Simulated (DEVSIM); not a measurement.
System: Ni/SiON/p-Ge capacitor, at 300 K.

```
layer (left to right)  material  thickness (nm)  Na (cm⁻³)
---------------------  --------  --------------  ---------
1                          SiON            15.0          -
2                            Ge           13000       2e15
```

Metal gate on the left, work function 5.1 eV. Fixed charge at the semiconductor interface -7.3e10 cm⁻² (in units of +e); interface traps 1.6e10 cm⁻² eV⁻¹, uniform in energy, neutral level at 0.7 of the gap above the valence band.

This is a model device: material constants are rounded textbook-type values typed into the input, and sizes, dopings and lifetimes were drawn at random. Values at 300 K.

| parameter | SiON | Ge |
|---|---|---|
| gap (eV) | 7 | 0.664 |
| affinity (eV) | 1.4 | 4 |
| permittivity | 5.5 | 16 |
| Nc (cm⁻³) | - | 1.04e19 |
| Nv (cm⁻³) | - | 6e18 |

Simulated with DEVSIM: 1D Poisson equation in equilibrium, Boltzmann statistics, complete ionisation; no quantum confinement or tunnelling. Metal contacts follow the ideal Schottky-Mott rule: no Fermi-level pinning, no interface dipoles.

Base results: capacitance of the dielectric stack (μF/cm²) 0.325; threshold voltage (band bending 2φF) (V) 0.96; flat-band voltage (V) 0.68; minimum of the low-frequency capacitance (μF/cm²) 0.0396.

What follows from this one change: fixed charge -7.3e+10 → 1.52e+11 cm^-2?

capacitance of the dielectric stack little changed (0.325 μF/cm²); threshold voltage (band bending 2φF) 0.96 → 0.85 V; flat-band voltage 0.68 → 0.57 V; minimum of the low-frequency capacitance little changed (0.0403 μF/cm²).

What follows from this one change: SiON thickness 0.015 → 0.01 μm?

capacitance of the dielectric stack 0.325 → 0.487 μF/cm²; threshold voltage (band bending 2φF) 0.96 → 0.93 V; flat-band voltage 0.68 → 0.67 V; minimum of the low-frequency capacitance 0.0396 → 0.0416 μF/cm².
